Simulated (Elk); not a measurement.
## Input and output of a self-consistent single point for CaS (Fm-3m, 2 atoms in the cell) (Elk)

Method: Elk with PBE, all-electron FP-LAPW, Elk's shipped species files, APW+lo basis with extra local orbitals.

Input:

```
tasks
  0

xctype
  20

rgkmax
  8.0

gmaxvr
  14.0

nxlo
  2

lorbcnd
  .true.

lmaxi
  2

stype
  3

swidth
  0.000367493

avec
    0.0000000000    5.3573282099    5.3573282099
    5.3573282099    0.0000000000    5.3573282099
    5.3573282099    5.3573282099    0.0000000000

sppath
  'species/'

atoms
  2   : nspecies
  'Ca.in'   : spfname
  1   : natoms; atposl, bfcmt below
  0.0000000000  0.0000000000  0.0000000000    0.0 0.0 0.0
  'S.in'   : spfname
  1   : natoms; atposl, bfcmt below
  0.5000000000  0.5000000000  0.5000000000    0.0 0.0 0.0

ngridk
  10 10 10
```

Output, abridged:

```
│ Elk code version 10.2.4 │

All units are atomic (Hartree, Bohr, etc.)

│ Ground-state run starting from atomic densities │

Lattice vectors :
   0.000000000       5.357328210       5.357328210
   5.357328210       0.000000000       5.357328210
   5.357328210       5.357328210       0.000000000

Unit cell volume      :    307.5209848
Brillouin zone volume :   0.8066123150

Muffin-tin inner radius fraction :   0.1000000000E-01

Nuclei treated as point charges

Species :    1 (Ca)
 parameters loaded from : Ca.in
 name : calcium
 nuclear charge    :   -20.00000000
 electronic charge :    20.00000000
 atomic mass :    73057.72469
 muffin-tin radius :    2.400000000
 number of radial points in muffin-tin :    497
 atomic positions (lattice), magnetic fields (Cartesian) :
   1 :   0.00000000  0.00000000  0.00000000    0.00000000  0.00000000  0.00000000

Species :    2 (S)
 parameters loaded from : S.in
 name : sulphur
 nuclear charge    :   -16.00000000
 electronic charge :    16.00000000
 atomic mass :    58450.91926
 muffin-tin radius :    2.200000000
 number of radial points in muffin-tin :    397
 atomic positions (lattice), magnetic fields (Cartesian) :
   1 :   0.50000000  0.50000000  0.50000000    0.00000000  0.00000000  0.00000000

Total number of atoms per unit cell :    2

Spin treatment :
 spin-unpolarised

Number of Bravais lattice symmetries :   48
Number of crystal symmetries         :   48
Crystal has inversion symmetry
Real symmetric eigensolver will be used

k-point grid :     10    10    10
k-point offset :    0.000000000       0.000000000       0.000000000
k-point set is reduced with full crystal symmetry group
Total number of k-points :       47

Muffin-tin radius times maximum |G+k| :    8.000000000
 using average radius
Maximum |G+k| for APW functions       :    3.478260870
Maximum (1/2)|G+k|²                   :    6.049149338
Maximum |G| for potential and density :    14.00000000
 potential will be trimmed for |G| > 2 gkmax
Constant for pseudocharge density :    8
Radial integration step length :    4

G-vector grid sizes :     35    35    35
Number of G-vectors :    14211

Maximum angular momentum used for
 APW functions                      :    8
 outer part of muffin-tin           :    6
 inner part of muffin-tin           :    2

Total nuclear charge    :   -36.00000000
Total core charge       :    20.00000000
Total valence charge    :    16.00000000
Total excess charge     :    0.000000000
Total electronic charge :    36.00000000

Effective Wigner radius, rₛ :    1.268122521

Number of empty states         :    8
Total number of valence states :   16
Total number of core states    :   20

Conduction state local-orbitals added automatically
Total number of local-orbitals :  135

Exchange-correlation functional :     20     0     0
 Perdew-Burke-Ernzerhof, Phys. Rev. Lett. 77, 3865 (1996)
 gradient requirement :    1
 generalised gradient approximation (GGA)

Smearing type :    3
 Fermi-Dirac
Smearing width :   0.3674930000E-03
Effective electronic temperature (K) :    116.0451112

Mixing type :    3
 Broyden mixing, J. Phys. A: Math. Gen. 17, L317 (1984)

Kohn-Sham potential initialised from atomic data

│ Self-consistent loop started │
│ Loop number : 1 │
 total energy                :     -1084.76782374
│ Loop number : 2 │
 total energy                :     -1084.71173858
RMS change in Kohn-Sham potential (target) :   0.4144169019     (  0.1000000000E-05)
Absolute change in total energy (target)   :   0.5608515697E-01 (  0.1000000000E-03)
│ Loop number : 3 │
 total energy                :     -1083.69664029
RMS change in Kohn-Sham potential (target) :   0.3311952151     (  0.1000000000E-05)
Absolute change in total energy (target)   :    1.029119579     (  0.1000000000E-03)
│ Loop number : 4 │
 total energy                :     -1081.60977876
RMS change in Kohn-Sham potential (target) :   0.1534157409     (  0.1000000000E-05)
Absolute change in total energy (target)   :    2.344141429     (  0.1000000000E-03)
│ Loop number : 5 │
 total energy                :     -1080.41427194
RMS change in Kohn-Sham potential (target) :   0.4944795783E-01 (  0.1000000000E-05)
Absolute change in total energy (target)   :    1.781542180     (  0.1000000000E-03)
│ Loop number : 6 │
 total energy                :     -1079.98848401
RMS change in Kohn-Sham potential (target) :   0.1212405423E-01 (  0.1000000000E-05)
Absolute change in total energy (target)   :   0.8711734729     (  0.1000000000E-03)
│ Loop number : 7 │
 total energy                :     -1079.84961167
RMS change in Kohn-Sham potential (target) :   0.6690420307E-03 (  0.1000000000E-05)
Absolute change in total energy (target)   :   0.3566657096     (  0.1000000000E-03)
│ Loop number : 8 │
 total energy                :     -1079.84748142
RMS change in Kohn-Sham potential (target) :   0.3815332327E-03 (  0.1000000000E-05)
Absolute change in total energy (target)   :   0.9129667309E-01 (  0.1000000000E-03)
│ Loop number : 9 │
 total energy                :     -1079.84403878
RMS change in Kohn-Sham potential (target) :   0.9243482121E-04 (  0.1000000000E-05)
Absolute change in total energy (target)   :   0.2626681118E-01 (  0.1000000000E-03)
│ Loop number : 10 │
 total energy                :     -1079.84371142
RMS change in Kohn-Sham potential (target) :   0.3646223431E-04 (  0.1000000000E-05)
Absolute change in total energy (target)   :   0.6894064103E-02 (  0.1000000000E-03)
│ Loop number : 11 │
 total energy                :     -1079.84318029
RMS change in Kohn-Sham potential (target) :   0.3002111767E-05 (  0.1000000000E-05)
Absolute change in total energy (target)   :   0.2254643760E-02 (  0.1000000000E-03)
│ Loop number : 12 │
 total energy                :     -1079.84315599
RMS change in Kohn-Sham potential (target) :   0.1603414184E-05 (  0.1000000000E-05)
Absolute change in total energy (target)   :   0.5879584212E-03 (  0.1000000000E-03)
│ Loop number : 13 │
 total energy                :     -1079.84311831
RMS change in Kohn-Sham potential (target) :   0.3305754826E-06 (  0.1000000000E-05)
Absolute change in total energy (target)   :   0.1846711637E-03 (  0.1000000000E-03)
│ Loop number : 14 │
 total energy                :     -1079.84310883
RMS change in Kohn-Sham potential (target) :   0.5292018335E-07 (  0.1000000000E-05)
Absolute change in total energy (target)   :   0.5565082938E-04 (  0.1000000000E-03)
Convergence targets achieved

│ Loop number : 15 │

Energies :
 Fermi                       :     0.153166513786
 sum of eigenvalues          :     -618.688504447
 electron kinetic            :      1086.58341736
 core electron kinetic       :      1028.46905018
 Coulomb                     :     -2104.45202103
 Coulomb potential           :     -1625.17996479
 nuclear-nuclear             :     -147.135916902
 electron-nuclear            :     -2289.45224346
 Hartree                     :      332.136139333
 Madelung                    :     -1291.86203863
 xc potential                :     -80.0919570163
 exchange                    :     -60.5430328632
 correlation                 :     -1.43147179272
 electron entropic           :    -0.694889795097E-12
 total energy                :     -1079.84310832

Density of states at Fermi energy :   0.2720989521E-06
 (states/Hartree/unit cell)

Estimated indirect band gap :   0.8382148735E-01
 from k-point      1 to k-point     31
Estimated direct band gap   :   0.1138827087
 at k-point     31

Charges :
 core                        :    20.00000000
 valence                     :    16.00000000
 interstitial                :    3.228323762
 muffin-tins (core leakage)
  species :    1 (Ca)
   atom    1                 :    18.18893337     (  0.1953202577E-07)
  species :    2 (S)
   atom    1                 :    14.58274287     (  0.7008377577E-04)
 total in muffin-tins        :    32.77167624
 total calculated charge     :    36.00255428
 total charge                :    36.00000000
 error                       :   0.2554275648E-02

│ Self-consistent loop stopped │
```

The run converged in 15 iterations. The count includes the last loop, which Elk runs after its targets are met.

The starting cell comes from a database of computed structures (which also holds hypothetical and non-ambient phases and stackings), without a prior relaxation at this level. Its lattice was rescaled by a random factor within 2.5 % of one. Values depend on the basis (sphere radii, cutoffs, local orbitals), which need not be converged.
